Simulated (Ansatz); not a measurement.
**Response to strain in ZnS**

The parent structure is ZnS in the zinc blende structure (space group F-43m, No. 216; a = 5.297 Å). Axes: x, y, z lie along the cube axes.

Strains are applied to the cell and any free atomic positions relax; under biaxial strain the out-of-plane vector relaxes too.

Method: LDA in Ansatz (plane waves to 420 eV, PAW, no spin-orbit coupling).

```json
[
 {"biaxial strain, plane normal [001], relaxed out of plane (%)": "0", "out-of-plane strain (%)": "0.00"},
 {"biaxial strain, plane normal [001], relaxed out of plane (%)": "0.5", "out-of-plane strain (%)": "-0.62"},
 {"biaxial strain, plane normal [001], relaxed out of plane (%)": "1", "out-of-plane strain (%)": "-1.24"},
 {"biaxial strain, plane normal [001], relaxed out of plane (%)": "1.5", "out-of-plane strain (%)": "-1.86"},
 {"biaxial strain, plane normal [001], relaxed out of plane (%)": "2", "out-of-plane strain (%)": "-2.49"},
 {"biaxial strain, plane normal [001], relaxed out of plane (%)": "2.5", "out-of-plane strain (%)": "?"},
 {"biaxial strain, plane normal [001], relaxed out of plane (%)": "3", "out-of-plane strain (%)": "-3.76"}
]
```

Task: Fit ε⊥ = −νε + γε² (strains in %) to the rows shown and predict the withheld row.

Result: Least squares on the printed values gives ν = 1.23 (the biaxial Poisson response) and γ = -0.008 (largest residual 0.00 %); this predicts -3.12 %, and the run gives -3.12 %, in agreement.

Stability against distortions was not tested.

Ansatz is a quantum-chemistry and plane-wave program.
